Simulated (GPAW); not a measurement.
Input and output of a self-consistent single point for YZn5 (P6/mmm, 6 atoms in the cell) (GPAW)

Level of theory: LDA (Perdew-Wang 92), GPAW PAW datasets LDA (gpaw-data 1.0.1) (plane waves; GPAW).

Input as run:

```python
from ase import Atoms
from ase.units import GPa
from gpaw import GPAW, PW, FermiDirac

atoms = Atoms(['Y', 'Zn', 'Zn', 'Zn', 'Zn', 'Zn'],
              cell=[[5.333736, 0.000000, 0.000000],
                    [-2.666868, 4.619152, 0.000000],
                    [0.000000, 0.000000, 4.242679]],
              scaled_positions=[[0.000000, 0.000000, 0.000000],
                                [0.000000, 0.500000, 0.500000],
                                [0.500000, 0.000000, 0.500000],
                                [0.500000, 0.500000, 0.500000],
                                [0.333333, 0.666667, 0.000000],
                                [0.666667, 0.333333, 0.000000]],
              pbc=True)

calc = GPAW(mode=PW(850),
            xc='LDA',
            kpts={'size': (6, 6, 6), 'gamma': True},
            occupations=FermiDirac(0.136),
            nbands=-10,
            symmetry={'symmorphic': False, 'tolerance': 0.0005},
            maxiter=100,
            txt='-')

atoms.calc = calc

energy = atoms.get_potential_energy()
print('Energy (eV):', round(energy, 6))
forces = atoms.get_forces()
print('Forces (eV/Ang):')
print(forces.round(5))
stress = atoms.get_stress()
print('Stress (GPa, Voigt):', (stress / GPa).round(4))
```

Output, abridged:

```
Input parameters:
  kpts: {gamma: True,
         size: (6, 6, 6)}
  maxiter: 100
  mode: {ecut: 850.0,
         name: pw}
  nbands: -10
  occupations: {fixmagmom: False,
                name: fermi-dirac,
                width: 0.136}
  symmetry: {symmorphic: False,
             tolerance: 0.0005}

species:
  Y:
    name: Yttrium
    Z: 39.0
    valence: 11
    core: 28
    charge: 0.0
    file: Y.LDA.gz

    # Using partial waves for Y as LCAO basis

  Zn:
    name: Zinc
    Z: 30.0
    valence: 12
    core: 18
    charge: 0.0
    file: Zn.LDA.gz

    # Using partial waves for Zn as LCAO basis

Reference energy: -335927.394942  # eV

Spin-paired calculation

Convergence criteria:
 Maximum [total energy] change in last 3 cyles: 0.0005 eV / valence electron
 Maximum integral of absolute [dens]ity change: 0.0001 electrons / valence electron
 Maximum integral of absolute [eigenst]ate change: 4e-08 eV^2 / valence electron
 Maximum number of scf [iter]ations: 100

Symmetries present (total): 24
Symmetries with fractional translations: 0
216 k-points: 6 x 6 x 6 Monkhorst-Pack grid + [1/12,1/12,1/12]
28 k-points in the irreducible part of the Brillouin zone
       k-points in crystal coordinates                weights
   0:     0.00000000    0.00000000    0.00000000          1/216
   1:     0.00000000    0.00000000    0.16666667          2/216
   2:     0.00000000    0.00000000    0.33333333          2/216
   [... 7 lines left out ...]
          ...
  27:     0.50000000    0.50000000    0.50000000          3/216

Wave functions: Plane wave expansion
  Cutoff energy: 850.000 eV
  Number of coefficients (min, max): 5817, 5918
  Pulay-stress correction: 0.000000 eV/Ang^3 (de/decut=0.000000)

Occupation numbers: Fermi-Dirac:
  width: 0.1360  # eV

Eigensolver

Densities:
  Coarse grid: 36*36*30 grid
  Fine grid: 72*72*60 grid
  Total Charge: 0.000000

Density mixing:
  Method: separate
  Backend: pulay
  Linear mixing parameter: 0.05
  old densities: 5
  Damping of long wavelength oscillations: 50

Hamiltonian:
  XC and Coulomb potentials evaluated on a 72*72*60 grid
  External potential:
    NoExternalPotential

Number of atoms: 6
Number of atomic orbitals: 58
Number of bands in calculation: 45
Number of valence electrons: 71
Bands to converge: occupied

Density initialized from atomic densities
  45 bands from LCAO basis set

Atomic positions and initial magnetic moments

Positions:
   0 Y      0.000000    0.000000    0.000000    ( 0.0000,  0.0000,  0.0000)
   1 Zn    -1.333434    2.309576    2.121339    ( 0.0000,  0.0000,  0.0000)
   2 Zn     2.666868    0.000000    2.121339    ( 0.0000,  0.0000,  0.0000)
   3 Zn     1.333434    2.309576    2.121339    ( 0.0000,  0.0000,  0.0000)
   4 Zn    -0.000003    3.079436    0.000000    ( 0.0000,  0.0000,  0.0000)
   5 Zn     2.666871    1.539716    0.000000    ( 0.0000,  0.0000,  0.0000)

Unit cell:
           periodic     x           y           z      points  spacing
  1. axis:    yes    5.333736    0.000000    0.000000    36     0.1283
  2. axis:    yes   -2.666868    4.619152    0.000000    36     0.1283
  3. axis:    yes    0.000000    0.000000    4.242679    30     0.1414

  Lengths:   5.333736   5.333737   4.242679
  Angles:   90.000000  90.000000 119.999994

Effective grid spacing dv^(1/3) = 0.1390

     iter     time        total  log10-change:
                         energy   eigst   dens
iter:   1 --:--:--   -17.197385
iter:   2 --:--:--   -17.367526   -0.20  -1.46
iter:   3 --:--:--   -16.791915   -0.92  -1.47
iter:   4 --:--:--   -17.404239   -0.97  -1.66
iter:   5 --:--:--   -17.036167   -2.28  -1.88
iter:   6 --:--:--   -16.781936   -1.70  -2.05
iter:   7 --:--:--   -16.772722   -2.49  -2.32
iter:   8 --:--:--   -16.767628c  -2.54  -2.68
iter:   9 --:--:--   -16.762596c  -3.17  -3.01
iter:  10 --:--:--   -16.761984c  -4.09  -2.98
iter:  11 --:--:--   -16.761546c  -3.62  -3.25
iter:  12 --:--:--   -16.761069c  -4.53  -3.40
iter:  13 --:--:--   -16.761020c  -5.97  -3.82
iter:  14 --:--:--   -16.761231c  -4.33  -3.90
iter:  15 --:--:--   -16.760838c  -4.96  -3.55
iter:  16 --:--:--   -16.760819c  -5.95  -4.12c
iter:  17 --:--:--   -16.760899c  -5.77  -4.18c
iter:  18 --:--:--   -16.760845c  -5.32  -4.02c
iter:  19 --:--:--   -16.760859c  -6.10  -4.41c
iter:  20 --:--:--   -16.760862c  -7.14  -4.51c
iter:  21 --:--:--   -16.760847c  -6.23  -4.42c
iter:  22 --:--:--   -16.760848c  -8.28c -5.07c

Converged after 22 iterations.

Dipole moment: (-0.000000, 0.000000, 0.000000) |e|*Ang

Energy contributions relative to reference atoms: (reference = -335927.394942)

Kinetic:        -27.266186
Potential:      +32.952274
External:        +0.000000
XC:             -22.087271
Entropy (-ST):   -0.128857
Local:           -0.295236
SIC:             +0.000000
--------------------------
Free energy:    -16.825276
Extrapolated:   -16.760848

Showing only first 2 kpts
 Kpt  Band  Eigenvalues  Occupancy
  0    33      5.15224    1.99985
  0    34      5.70074    1.99152
  0    35      6.08337    1.86740
  0    36      6.08340    1.86738

  1    33      3.95425    2.00000
  1    34      5.95898    1.94467
  1    35      5.95901    1.94466
  1    36      7.13463    0.01230

Fermi level: 6.44309

No gap
No difference between direct/indirect transitions
Energy (eV): -16.760848

Forces in eV/Ang:
  0 Y     0.00000   -0.00000    0.00000
  1 Zn    0.00000   -0.00000    0.00000
  2 Zn   -0.00000    0.00000    0.00000
  3 Zn    0.00000   -0.00000    0.00000
  4 Zn   -0.00000    0.00000    0.00000
  5 Zn   -0.00000    0.00000    0.00000

Stress tensor:
     0.054627     0.000000     0.000000
     0.000000     0.054627     0.000000
     0.000000     0.000000     0.061238
Stress (GPa, Voigt): [8.7522 8.7522 9.8114 0.     0.     0.    ]
```

The run converged in 22 iterations. GPAW prints stress with tension positive.

The starting cell comes from a database of computed structures (which also holds hypothetical and non-ambient phases and stackings), without a prior relaxation at this level. Its lattice was rescaled by a random factor within 2.5 % of one. With a pressure of about -9 GPa the cell is away from its equilibrium volume at this level.

Cost on one core of a shared machine: roughly 4 min.
